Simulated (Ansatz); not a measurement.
**SnI4 (P-43m, No. 215, 5 atoms in the cell; start mp-571436; another space group than a measured phase of this formula): smallest direct gap on the k points sampled by level of theory**

No measured value is used here.

```
level (code)         value (eV)
-------------------  ----------
LDA (Ansatz)                ___
PBEsol+SOC (Ansatz)        0.32
HSE06+SOC (Ansatz)         1.18
PBE0 (Ansatz)              2.16
```

Problem. Fill in the missing entries.

Solution. 
- LDA (Ansatz, a program for electronic structure), value (eV): 0.46

Computed values are for a static lattice. Levels without +SOC have no spin–orbit coupling; where heavier elements are present it shifts gaps, mostly down, and can invert bands.  Values are at the PBE-D3(BJ) cell. Cutoffs and k meshes differ between the levels. Ansatz's density-functional and Hartree–Fock values are scalar-relativistic unless marked +SOC, with PAW data made under PBE.

A start named mp-… is a Materials Project structure, which need not be a measured phase.
